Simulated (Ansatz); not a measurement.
Formation energy of the bound charge states of O interstitial in corundum (start: void with 3O nearest, no. 2; 120-site cell, 2×2×2 Γ-centred sampling) against the Fermi level, O-rich (Δμ(O) = 0.00 eV; only phases computed here count, gases as isolated molecules at 0 K). Calculation: PBE, PAW (plane waves to 420 eV; Ansatz, a program for electronic structure).

Set-up: 120-site cell; 2×2×2 Γ-centred k-points; host gap 5.85 eV; charged states image-corrected; not converged in cell size; flagged in the runs: a doubtful potential alignment, a host whose relaxation on this sampling wasn't shown to rest, a strain field that reaches the edge of the cell.

| E_F − E_VBM (eV) | q = +1 | q = 0 | q = −1 | q = −2 |
|---|---|---|---|---|
| 0.00 | 3.42 | 3.75 | 7.05 | 9.63 |
| 0.73 | 4.15 | 3.75 | 6.32 | 8.17 |
| 1.46 | 4.88 | 3.75 | 5.59 | 6.70 |
| 2.19 | 5.61 | 3.75 | 4.86 | 5.24 |
| 2.92 | 6.34 | 3.75 | 4.13 | 3.78 |
| 3.66 | 7.08 | 3.75 | 3.40 | 2.32 |
| 4.39 | 7.81 | 3.75 | 2.66 | 0.85 |
| 5.12 | 8.54 | 3.75 | 1.93 | -0.61 |
| 5.85 | 9.27 | 3.75 | 1.20 | -2.07 |

Crossings of the lowest lines: (+1/0) at 0.33 eV; (0/−2) at 2.94 eV.
